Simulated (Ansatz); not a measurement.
## Pressure series in RuSi

Take RuSi (space group P2_13, No. 198; a = 4.705 Å) as the base.

Cell and atoms are relaxed at each pressure.

All numbers come from r2SCAN/PAW in Ansatz (a program for electronic structure), no SOC.

| P (GPa) | V (Å³/atom) |
|---|---|
| -2.00 | 13.138 |
| -1.00 | 13.077 |
| 0.92 | 12.966 |
| 2.10 | 12.898 |
| 4.49 | 12.769 |
| 8.99 | 12.548 |
| 29.98 | 11.749 |

Fit a third-order Birch–Murnaghan equation of state.

Least squares on P(V) = (3B₀/2)[(V₀/V)^(7/3) − (V₀/V)^(5/3)]·[1 + (3/4)(B₀′ − 4)((V₀/V)^(2/3) − 1)] gives V₀ = 13.02 Å³/atom, B₀ = 222 GPa and B₀′ = 5.4.

Load acts through the strain it causes; cell and atoms are relaxed under it. Whether these cells are dynamically stable was not tested. No other phases were tried under pressure.
